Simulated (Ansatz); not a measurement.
Take WSi₂ (space group I4/mmm, No. 139; a = 3.229 Å, c = 7.867 Å) as the base.

The values are results of plane-wave PAW DFT at the PBE level (Ansatz, a program for electronic structure, 420 eV), no spin-orbit coupling, not measurements.

One change was made to it. Results:

The shortest interatomic distance decreases by 1.85 pm to 258.4 pm; the density goes up by 0.378 g/cm³ (9.72 g/cm³ → 10.09 g/cm³); the c/a ratio goes up by 0.007, from 2.436 to 2.443.

What was done to the base?
A) pressure 30 GPa
B) pressure 9 GPa
C) pressure 22.5 GPa

B, pressure 9 GPa. For comparison, the shortest interatomic distance in the other runs: pressure 30 GPa gives 253.4 pm; pressure 22.5 GPa gives 255.7 pm.

Load acts through the strain it causes; cell and atoms are relaxed under it. Whether these cells are dynamically stable was not tested. Competing high-pressure phases were not computed. All final runs are without spin polarisation.
